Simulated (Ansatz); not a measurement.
# Point defect Ti_Nb in bcc Nb

The numbers are results of PBE, PAW (plane waves to 420 eV; Ansatz, an electronic-structure program), not measurements. Set-up: 54-site cell; 4×4×4 shifted k-points; start: the Nb site; no Hubbard U; not converged in cell size; the relaxation kept the symmetry of the starting site.

Neighbours after relaxation, in Å: of the Ti atom: Nb 2.89, Nb 2.89, Nb 2.89, Nb 2.89, Nb 2.89, Nb 2.89, Nb 2.89, Nb 2.89 (the shell may go on).

Formation energies E_f are those of the neutral cell. Chemical conditions: host crystal and elements as references (Δμ(Nb) = 0.00 eV, Δμ(Ti) = 0.00 eV; Ti taken from its element, since no compound that bounds it was computed at this level; only phases computed here count, gases as isolated molecules at 0 K). Reference phases: Nb: bcc Nb, Ti: hcp Ti.

```csv
charge,moment (μB),point group,largest move off a lattice site (Å),"E_f, host crystal and elements as references (eV)"
0,not spin-polarised,Oh,0.04,0.09
```

Point groups are those of the whole cell at tolerances of 0.03 and 0.1 Å ("near" where only the looser one holds); none is given for unsettled states.

All states together cost roughly 7 core-minutes.
